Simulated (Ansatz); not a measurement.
Consider CdS in the zinc blende structure (space group F-43m, No. 216).

```xyz
2
Lattice="0.0000 2.9388 2.9388 2.9388 0.0000 2.9388 2.9388 2.9388 0.0000" Properties=species:S:1:pos:R:3 pbc="T T T"
Cd     0.0000     0.0000     0.0000
S      1.4694     1.4694     1.4694
```

Cartesian axes are those of the cell as printed.

Computed with r2SCAN (Ansatz, an electronic-structure program; PAW; 500 eV plane waves; no spin-orbit coupling).

Modification: tensor shear ε_xy = +0.86 % (engineering shear γ = 0.0172), atoms relaxed at fixed cell.

Predict the stress tensor and what it implies for the stiffness.

Stress of the strained cell less that of the base (GPa, compression positive):
```
   0.00   -0.44    0.00
  -0.44    0.00    0.00
   0.00    0.00   -0.01
```

Then −Δσ/γ with γ = 2ε = 0.0172 gives relaxed-ion elastic constants: C66 ≈ 26 GPa.

Stability against distortions was not tested.
